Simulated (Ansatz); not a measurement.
Functionals compared on the (113) surface of diamond, 1 pair of surface atoms bonded, H on every dangling bond (bottom of the slab: built like the top, H on every dangling bond, free), in Ansatz (plane waves, PAW). The structure was relaxed with PBE; the other rows are single points on it. Cutoff 420 eV (500 eV for r2SCAN). HSE06 used the coarser mesh 3x4x1.

Model: 48-atom slab, 12.0 Å thick at the start with caps and adatoms (thin: gaps and levels are the slab's own), 5x6x1 mesh, Fermi-Dirac 0.025 eV, dipole correction, 8 atoms held, the rest relaxed; held to the start's symmetry, so lower structures may exist; no spin, no spin-orbit, no U. These notes are the PBE run's.

```tsv
functional	gap of the slab on its k-mesh (eV)	highest filled level below the top vacuum level (eV)	rough cost of the single point
PBE	2.59	3.45	–
r2SCAN	?	?	very roughly 5 core-minutes
```

Task: Fill in the missing entries.

Result: 
- r2SCAN, gap of the slab on its k-mesh (eV): 3.07
- r2SCAN, highest filled level below the top vacuum level (eV): 3.50

Ansatz is a first-principles code.
